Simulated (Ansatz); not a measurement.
# Random Si-Ge alloy, 4x4x4 cubic cells, lattice parameter by Vegard's rule

Prepared with Tersoff's 1989 multicomponent potential (SiCGe.tersoff) run with LAMMPS: minimisation. Geometry as solved with PBE, support functions at accuracy medium on the grid of 370 eV run with Ansatz (a quantum-chemistry and plane-wave program).

```xyz
512
Lattice="22.05 0.00 0.00 0.00 22.05 0.00 0.00 0.00 22.05" Properties=species:S:1:pos:R:3 pbc="T T T"
Si     0.01     0.00    -0.02
Si     1.34     1.40     1.36
Si     2.74     2.76     0.03
Si     4.10     4.15     1.38
Ge     2.74     0.02     2.78
Si     4.14     1.39     4.20
Si    -0.03     2.77     2.73
Ge     1.38     4.15     4.14
Ge     0.02     0.04     5.50
Si     1.40     1.42     6.93
Si     2.78     2.76     5.56
Si     4.16     4.15     6.90
Si     2.77     0.05     8.29
Si     4.16     1.39     9.66
Si    -0.01     2.75     8.28
Si     1.40     4.11     9.62
Si    -0.04     0.01    11.05
Si     1.37     1.37    12.40
Si     2.74     2.73    11.00
Ge     4.13     4.13    12.40
Si     2.73     0.00    13.78
Si     4.11     1.36    15.17
Si    -0.02     2.72    13.77
Ge     1.36     4.13    15.17
Si    -0.01    -0.01    16.54
Si     1.36     1.36    17.91
Si     2.76     2.73    16.56
Si     4.12     4.15    17.90
Si     2.72    -0.04    19.28
Ge     4.13     1.38    20.66
Si    -0.02     2.73    19.27
Ge     1.36     4.14    20.66
Si    -0.03     5.53     0.02
Si     1.39     6.89     1.35
Si     2.75     8.29    -0.01
Si     4.13     9.65     1.37
Si     2.77     5.55     2.74
Si     4.15     6.91     4.13
Ge     0.02     8.25     2.80
Si     1.43     9.67     4.15
Si    -0.03     5.52     5.55
Si     1.38     6.88     6.90
Si     2.76     8.26     5.52
Si     4.11     9.63     6.91
Si     2.76     5.50     8.26
Si     4.14     6.86     9.62
Si     0.03     8.25     8.29
Si     1.37     9.68     9.63
Ge     0.02     5.50    11.03
Si     1.38     6.91    12.45
Ge     2.77     8.28    11.03
Si     4.16     9.69    12.43
Si     2.77     5.56    13.80
Si     4.16     6.91    15.17
Si     0.00     8.28    13.80
Si     1.41     9.63    15.14
Si    -0.02     5.54    16.57
Si     1.38     6.91    17.91
Si     2.77     8.27    16.54
Si     4.13     9.66    17.91
Si     2.76     5.54    19.27
Si     4.10     6.93    20.64
Si     0.00     8.25    19.31
Si     1.40     9.64    20.65
Ge     0.02    11.07    -0.02
Si     1.42    12.44     1.39
Si     2.78    13.79     0.00
Si     4.15    15.16     1.37
Si     2.77    11.04     2.75
Si     4.11    12.44     4.10
Si     0.02    13.82     2.73
Si     1.38    15.18     4.13
Si     0.05    11.03     5.50
Si     1.39    12.41     6.89
Si     2.74    13.79     5.50
Si     4.11    15.13     6.91
Si     2.76    11.04     8.27
Si     4.15    12.39     9.65
Si     0.01    13.78     8.26
Si     1.40    15.12     9.63
Si     0.01    11.03    11.03
Si     1.39    12.41    12.39
Si     2.76    13.77    11.01
Si     4.09    15.18    12.39
Si     2.75    11.04    13.79
Si     4.09    12.39    15.20
Si     0.04    13.80    13.77
Si     1.39    15.17    15.17
Ge     0.03    10.99    16.58
Si     1.40    12.43    17.96
Si     2.74    13.79    16.56
Si     4.11    15.13    17.95
Si     2.77    11.03    19.30
Si     4.14    12.40    20.69
Si     0.00    13.80    19.30
Si     1.38    15.15    20.68
Si    -0.01    16.52    -0.02
Si     1.39    17.87     1.34
Si     2.73    19.25    -0.05
Ge     4.14    20.62     1.35
Si     2.76    16.53     2.74
Si     4.12    17.92     4.11
Ge    -0.01    19.27     2.74
Si     1.38    20.64     4.15
Si    -0.02    16.52     5.51
Si     1.37    17.89     6.87
Si     2.74    19.26     5.49
Ge     4.12    20.69     6.87
Si     2.74    16.52     8.26
Si     4.10    17.88     9.67
Si     0.02    19.27     8.24
Ge     1.38    20.68     9.66
Ge     0.03    16.52    11.05
Si     1.39    17.95    12.45
Si     2.78    19.28    11.06
Si     4.12    20.70    12.41
Si     2.75    16.55    13.79
Si     4.11    17.94    15.15
Si    -0.01    19.31    13.79
Si     1.37    20.68    15.17
Si     0.02    16.57    16.53
Si     1.39    17.92    17.91
Si     2.75    19.30    16.54
Si     4.12    20.66    17.92
Si     2.75    16.53    19.30
Si     4.13    17.90    20.65
Si     0.00    19.28    19.28
Si     1.36    20.65    20.66
Si     5.53    -0.05    -0.04
Ge     6.90     1.32     1.39
Ge     8.28     2.76    -0.05
Ge     9.66     4.15     1.43
Si     8.30    -0.04     2.80
Si     9.66     1.37     4.15
Ge     5.50     2.79     2.79
Si     6.91     4.17     4.17
Si     5.56     0.02     5.51
Si     6.90     1.40     6.89
Si     8.28     2.77     5.51
Si     9.64     4.16     6.86
Si     8.25     0.04     8.29
Si     9.64     1.36     9.67
Si     5.52     2.77     8.27
Si     6.91     4.14     9.64
Si     5.52     0.01    11.05
Si     6.89     1.38    12.42
Si     8.26     2.75    11.02
Si     9.65     4.08    12.40
Si     8.30     0.02    13.76
Si     9.66     1.37    15.15
Si     5.51     2.72    13.81
Si     6.86     4.10    15.18
Si     5.47     0.01    16.56
Si     6.85     1.39    17.89
Si     8.24     2.71    16.51
Ge     9.62     4.10    17.94
Ge     8.27    -0.02    19.27
Si     9.69     1.38    20.64
Si     5.52     2.79    19.25
Si     6.88     4.16    20.63
Ge     5.50     5.54    -0.01
Si     6.91     6.92     1.40
Si     8.26     8.29     0.00
Si     9.65     9.65     1.38
Si     8.25     5.56     2.80
Si     9.66     6.90     4.14
Si     5.51     8.28     2.75
Si     6.91     9.63     4.11
Si     5.51     5.53     5.52
Si     6.89     6.91     6.88
Si     8.27     8.26     5.49
Si     9.65     9.62     6.85
Si     8.26     5.52     8.24
Si     9.62     6.90     9.61
Si     5.49     8.26     8.25
Si     6.84     9.62     9.64
Si     5.53     5.52    10.99
Si     6.86     6.91    12.37
Si     8.22     8.25    10.98
Ge     9.60     9.67    12.37
Ge     8.24     5.49    13.77
Si     9.64     6.88    15.16
Si     5.51     8.29    13.78
Si     6.86     9.69    15.14
Si     5.50     5.51    16.54
Si     6.85     6.89    17.93
Ge     8.26     8.29    16.54
Si     9.66     9.69    17.94
Si     8.24     5.55    19.30
Si     9.62     6.94    20.65
Si     5.49     8.28    19.29
Si     6.87     9.64    20.67
Si     5.51    11.02     0.00
Si     6.89    12.40     1.38
Si     8.24    13.81     0.03
Si     9.65    15.16     1.39
Si     8.27    11.03     2.75
Si     9.63    12.40     4.13
Si     5.52    13.78     2.74
Si     6.92    15.14     4.10
Ge     5.50    11.03     5.50
Si     6.88    12.45     6.87
Si     8.28    13.79     5.50
Si     9.64    15.17     6.88
Ge     8.24    11.00     8.24
Ge     9.65    12.45     9.65
Si     5.51    13.78     8.28
Si     6.88    15.17     9.64
Si     5.52    11.03    11.03
Si     6.90    12.41    12.38
Si     8.25    13.82    11.05
Si     9.67    15.15    12.40
Si     8.24    11.07    13.80
Si     9.63    12.42    15.18
Ge     5.49    13.78    13.79
Si     6.90    15.13    15.20
Si     5.49    11.04    16.54
Si     6.87    12.40    17.93
Si     8.26    13.78    16.57
Si     9.64    15.18    17.92
Si     8.23    11.01    19.29
Ge     9.64    12.41    20.68
Si     5.51    13.77    19.31
Si     6.88    15.16    20.68
Si     5.51    16.54     0.00
Si     6.90    17.90     1.38
Si     8.27    19.28     0.01
Si     9.63    20.63     1.41
Si     8.28    16.53     2.75
Si     9.64    17.91     4.11
Si     5.54    19.26     2.77
Si     6.90    20.65     4.15
Ge     5.51    16.52     5.51
Si     6.94    17.90     6.90
Si     8.27    19.27     5.50
Ge     9.65    20.69     6.90
Si     8.28    16.53     8.28
Si     9.65    17.91     9.66
Ge     5.54    19.27     8.31
Si     6.92    20.71     9.69
Si     5.47    16.51    11.00
Ge     6.86    17.94    12.38
Si     8.30    19.33    11.02
Si     9.67    20.68    12.41
Ge     8.30    16.53    13.81
Si     9.69    17.94    15.19
Si     5.46    19.31    13.79
Ge     6.90    20.68    15.17
Ge     5.51    16.55    16.56
Si     6.92    17.93    17.95
Si     8.30    19.27    16.56
Si     9.68    20.65    17.89
Si     8.27    16.53    19.32
Si     9.64    17.91    20.68
Si     5.51    19.29    19.30
Si     6.89    20.63    20.68
Ge    11.03     0.00     0.04
Si    12.44     1.40     1.42
Si    13.80     2.76     0.01
Si    15.16     4.14     1.39
Si    13.81     0.00     2.75
Si    15.18     1.37     4.14
Si    11.06     2.74     2.80
Si    12.43     4.14     4.15
Si    11.06     0.01     5.49
Si    12.44     1.36     6.86
Si    13.81     2.76     5.51
Si    15.17     4.14     6.88
Si    13.78    -0.01     8.26
Si    15.13     1.39     9.62
Ge    11.03     2.75     8.25
Si    12.45     4.13     9.63
Si    11.03     0.00    11.03
Si    12.41     1.37    12.39
Si    13.79     2.75    11.02
Si    15.18     4.12    12.39
Si    13.77    -0.01    13.78
Si    15.16     1.35    15.14
Si    11.04     2.73    13.77
Si    12.44     4.10    15.12
Si    11.03    -0.01    16.53
Si    12.42     1.36    17.89
Si    13.78     2.72    16.50
Ge    15.15     4.14    17.93
Si    13.82     0.02    19.26
Si    15.16     1.38    20.68
Si    11.08     2.72    19.30
Si    12.44     4.11    20.67
Ge    11.06     5.55    -0.03
Si    12.44     6.93     1.39
Si    13.81     8.29     0.01
Si    15.18     9.66     1.37
Si    13.78     5.52     2.76
Si    15.16     6.89     4.13
Si    11.01     8.25     2.73
Ge    12.41     9.64     4.13
Si    11.04     5.52     5.50
Si    12.41     6.87     6.89
Si    13.81     8.24     5.54
Si    15.18     9.64     6.89
Si    13.80     5.51     8.26
Si    15.18     6.88     9.64
Si    11.01     8.24     8.23
Ge    12.42     9.62     9.64
Ge    11.03     5.51    11.01
Si    12.47     6.86    12.40
Si    13.83     8.24    11.05
Si    15.18     9.64    12.41
Si    13.82     5.48    13.78
Si    15.17     6.88    15.16
Ge    11.04     8.24    13.77
Ge    12.43     9.67    15.21
Ge    11.06     5.51    16.53
Si    12.41     6.91    17.96
Si    13.79     8.21    16.56
Ge    15.15     9.62    17.96
Si    13.77     5.54    19.34
Si    15.17     6.89    20.71
Si    11.03     8.30    19.30
Si    12.41     9.65    20.70
Si    11.05    11.01     0.03
Si    12.41    12.40     1.39
Si    13.80    13.76     0.03
Si    15.19    15.14     1.36
Si    13.81    11.05     2.74
Si    15.17    12.41     4.12
Si    11.02    13.77     2.76
Si    12.38    15.14     4.14
Si    10.99    11.03     5.50
Ge    12.41    12.41     6.88
Si    13.80    13.79     5.47
Si    15.18    15.14     6.85
Si    13.83    11.02     8.26
Si    15.17    12.40     9.64
Si    11.04    13.85     8.26
Si    12.40    15.17     9.67
Si    11.04    11.04    11.02
Ge    12.43    12.42    12.42
Si    13.81    13.80    10.99
Si    15.19    15.16    12.36
Si    13.84    11.03    13.79
Si    15.15    12.45    15.14
Si    11.01    13.79    13.82
Si    12.38    15.15    15.19
Si    11.01    11.07    16.57
Si    12.41    12.43    17.93
Si    13.78    13.79    16.55
Si    15.17    15.17    17.92
Si    13.75    11.05    19.33
Si    15.15    12.41    20.69
Si    11.02    13.80    19.27
Ge    12.42    15.18    20.68
Si    11.00    16.56     0.02
Si    12.39    17.94     1.36
Si    13.82    19.27     0.01
Si    15.18    20.67     1.38
Ge    13.78    16.54     2.75
Si    15.17    17.94     4.15
Si    11.03    19.29     2.76
Si    12.42    20.68     4.11
Si    10.99    16.52     5.48
Ge    12.39    17.95     6.86
Si    13.81    19.34     5.49
Si    15.17    20.68     6.90
Ge    13.82    16.53     8.28
Si    15.19    17.96     9.67
Si    11.03    19.30     8.32
Si    12.41    20.68     9.66
Si    11.02    16.54    11.03
Si    12.38    17.94    12.39
Si    13.78    19.30    11.03
Si    15.13    20.64    12.44
Ge    13.78    16.54    13.78
Si    15.17    17.94    15.19
Si    11.03    19.31    13.79
Si    12.41    20.68    15.16
Si    11.03    16.54    16.56
Si    12.42    17.91    17.91
Si    13.77    19.31    16.54
Si    15.17    20.67    17.90
Si    13.82    16.57    19.28
Si    15.19    17.92    20.68
Si    11.02    19.26    19.28
Ge    12.45    20.65    20.64
Si    16.53     0.00    -0.01
Si    17.88     1.41     1.34
Si    19.29     2.76    -0.01
Si    20.65     4.14     1.37
Ge    19.28     0.01     2.75
Si    20.66     1.44     4.12
Si    16.53     2.76     2.76
Si    17.91     4.13     4.14
Si    16.55     0.00     5.52
Si    17.91     1.39     6.89
Si    19.29     2.77     5.52
Si    20.68     4.11     6.89
Si    19.27     0.02     8.29
Si    20.66     1.38     9.66
Si    16.53     2.76     8.26
Si    17.89     4.10     9.67
Ge    16.52    -0.01    11.03
Si    17.93     1.38    12.43
Si    19.28     2.74    11.03
Si    20.67     4.08    12.39
Si    19.29     0.00    13.80
Si    20.68     1.36    15.16
Si    16.52     2.72    13.77
Ge    17.90     4.12    15.18
Si    16.53    -0.03    16.51
Ge    17.92     1.36    17.92
Si    19.34     2.75    16.54
Si    20.67     4.14    17.92
Si    19.32    -0.04    19.31
Si    20.67     1.37    20.67
Si    16.54     2.76    19.34
Si    17.92     4.15    20.69
Si    16.54     5.50     0.02
Si    17.90     6.88     1.39
Si    19.26     8.23    -0.01
Ge    20.63     9.64     1.38
Si    19.28     5.50     2.76
Si    20.64     6.85     4.16
Si    16.52     8.27     2.75
Si    17.89     9.65     4.13
Si    16.53     5.51     5.50
Si    17.88     6.91     6.87
Si    19.25     8.25     5.47
Ge    20.70     9.61     6.85
Ge    19.28     5.51     8.27
Si    20.68     6.93     9.66
Si    16.54     8.27     8.27
Si    17.89     9.64     9.67
Si    16.54     5.50    11.02
Si    17.90     6.91    12.36
Si    19.29     8.28    11.02
Si    20.68     9.64    12.39
Ge    19.32     5.54    13.76
Si    20.69     6.93    15.19
Si    16.54     8.25    13.77
Si    17.94     9.60    15.13
Si    16.54     5.55    16.56
Si    17.93     6.89    17.94
Si    19.30     8.27    16.56
Si    20.66     9.61    17.96
Si    19.30     5.50    19.30
Si    20.66     6.89    20.68
Si    16.57     8.24    19.34
Si    17.92     9.64    20.70
Si    16.54    11.03     0.00
Si    17.91    12.42     1.36
Si    19.29    13.79     0.00
Si    20.67    15.16     1.36
Si    19.23    11.04     2.76
Ge    20.68    12.42     4.12
Si    16.55    13.78     2.75
Si    17.91    15.16     4.13
Si    16.53    11.03     5.50
Si    17.89    12.43     6.86
Si    19.27    13.81     5.52
Si    20.67    15.15     6.89
Ge    19.28    11.04     8.28
Si    20.72    12.41     9.65
Si    16.53    13.78     8.25
Si    17.89    15.18     9.62
Si    16.52    11.02    11.03
Si    17.89    12.37    12.42
Ge    19.29    13.79    11.04
Si    20.67    15.17    12.46
Si    19.28    10.99    13.74
Ge    20.68    12.39    15.12
Si    16.54    13.80    13.77
Si    17.89    15.22    15.13
Ge    16.54    11.03    16.50
Ge    17.92    12.42    17.98
Ge    19.30    13.86    16.54
Si    20.72    15.22    17.93
Si    19.32    11.00    19.34
Si    20.66    12.45    20.65
Si    16.50    13.82    19.34
Si    17.92    15.17    20.68
Si    16.55    16.53     0.00
Si    17.90    17.89     1.41
Ge    19.29    19.28    -0.01
Si    20.69    20.70     1.35
Si    19.29    16.51     2.75
Si    20.64    17.88     4.14
Si    16.54    19.29     2.76
Si    17.89    20.65     4.15
Si    16.54    16.54     5.49
Si    17.89    17.90     6.88
Si    19.25    19.26     5.49
Ge    20.64    20.66     6.89
Si    19.26    16.52     8.23
Ge    20.64    17.93     9.63
Si    16.55    19.30     8.26
Si    17.92    20.67     9.63
Si    16.56    16.56    11.02
Si    17.92    17.93    12.41
Si    19.27    19.33    11.05
Si    20.66    20.68    12.42
Si    19.30    16.57    13.79
Si    20.68    17.93    15.17
Si    16.54    19.29    13.79
Si    17.92    20.66    15.16
Si    16.54    16.56    16.55
Si    17.92    17.92    17.92
Si    19.29    19.30    16.55
Si    20.68    20.66    17.92
Si    19.30    16.54    19.29
Si    20.70    17.89    20.65
Si    16.54    19.30    19.28
Si    17.89    20.69    20.65
```
